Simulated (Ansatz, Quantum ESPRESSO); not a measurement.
Code comparison for KCoF3 (Pm-3m, 5 atoms in the cell)

Self-consistent single point, at a second geometry (lattice scaled by 0.98). First geometry:

```yaml
crystal:
  lattice:
    - [4.12988, 0.00000, 0.00000]
    - [0.00000, 4.12988, 0.00000]
    - [0.00000, 0.00000, 4.12988]
  atoms:
    - { symbol: K, position: [0.00000, 0.00000, 0.00000] }
    - { symbol: Co, position: [0.50000, 0.50000, 0.50000], spin: 3.0 }
    - { symbol: F, position: [0.50000, 0.50000, 0.00000] }
    - { symbol: F, position: [0.00000, 0.50000, 0.50000] }
    - { symbol: F, position: [0.50000, 0.00000, 0.50000] }
```
(The spins are starting values, not results.)

Shared settings, as Ansatz (a quantum-chemistry and plane-wave program) writes them: kpoints.mp_grid.grid = 8 8 8; scf.occupations.method = gaussian; scf.occupations.width = 0.05 eV. Potentials and cutoffs stand in the table.

| code | model | ΔF from the first geometry (meV/atom) | pressure (GPa) | size of the net moment (μB/atom) | cutoff |
|---|---|---|---|---|---|
| Quantum ESPRESSO | LDA (PZ), GBRV 1.5 ultrasoft (LDA) pseudopotentials | -41.5 | -6.26 | 0.60 | 50 Ry |
| Ansatz | LDA (PW92), PAW files made with PBE | -41.6 | -6.64 | 0.60 | 420 eV |

On Ansatz's run: with one magnetic atom in the cell only a parallel order is possible.

The spread over the programs that give each value: ΔF from the first geometry within 0.1 meV/atom; pressure within 0.38 GPa; size of the net moment within 0.00 μB/atom.

Ansatz's pressure is given at a fixed set of plane waves, as the other plane-wave codes print theirs; with its correction for the finite basis it is -6.11 GPa (the shift of 0.53 GPa shows how far the cutoff is from converged). The same LDA comes in different parametrisations, which differ slightly.

The starting cell comes from a database of computed structures (which also holds hypothetical and non-ambient phases and stackings), without a prior relaxation at this level. Its lattice was rescaled by a random factor within 2.5 % of one. For this run, on top of that: lattice scaled by 0.98.

Keys are those of Ansatz 0.2.
